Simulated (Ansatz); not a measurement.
Partial pair distribution functions of a relaxed model of amorphous Ti20O43La2, broadened by 0.06 Å; density 3.79 g/cm³. Calculation: PBE, scalar-relativistic without spin-orbit coupling (plane waves to 420 eV, PAW; Ansatz, an electronic-structure program).

A CHGNet melt-quench gave the starting glass, which DFT then relaxed. O atoms were pushed apart under 1.9 Å during the dynamics, to hinder bonds among them. The hot cell started wider than the set density and was brought back towards it in steps. It is the lowest in DFT energy of 2 quenches. It is a model cell: composition and starting density were chosen by hand, and all elements were melted together. No dispersion term was used. Its density started from a set value of 3.90 and ended at 3.79 g/cm³. The simulated quench (nominally 300 K/ps over its main leg) is rapid and tends to freeze in more defects than a deposited or slowly cooled glass has. A cell of this size samples the disorder only roughly. Volume and shape were free in the relaxation.

```tsv
r (Å)	g Ti-O	g O-La	g Ti-Ti	g O-O
1.55	0.02	0.00	0.00	0.00
1.65	0.48	0.00	0.00	0.00
1.75	2.92	0.00	0.00	0.00
1.85	5.81	0.00	0.00	0.00
1.95	6.27	0.00	0.00	0.00
2.05	4.01	0.00	0.00	0.00
2.15	1.68	0.02	0.00	0.00
2.25	0.59	0.46	0.00	0.01
2.35	0.13	1.41	0.00	0.26
2.45	0.09	4.30	0.00	1.21
2.55	0.07	5.45	0.00	2.07
2.65	0.02	3.43	0.00	2.17
2.75	0.17	2.88	0.09	2.66
2.85	0.23	0.86	0.60	2.62
2.95	0.15	0.02	1.10	2.36
3.05	0.11	0.00	2.62	1.66
3.15	0.27	0.05	2.32	1.13
3.25	0.33	0.42	1.49	0.78
3.35	0.76	0.25	1.84	0.75
3.45	1.12	0.09	2.39	0.71
3.55	1.04	0.49	2.75	0.54
3.65	1.10	0.88	1.68	0.69
3.75	1.21	1.02	1.56	0.91
3.85	1.20	0.39	1.26	0.97
3.95	1.21	0.32	0.71	0.93
4.05	1.33	0.83	0.64	0.73
4.15	1.70	1.18	0.29	0.60
4.25	1.48	1.26	0.48	0.56
4.35	1.29	0.85	0.46	0.63
4.45	1.42	1.02	0.87	0.72
4.55	1.32	0.69	0.96	0.87
```

Within 2.56 Å each Ti has 5.35 O neighbours on average.
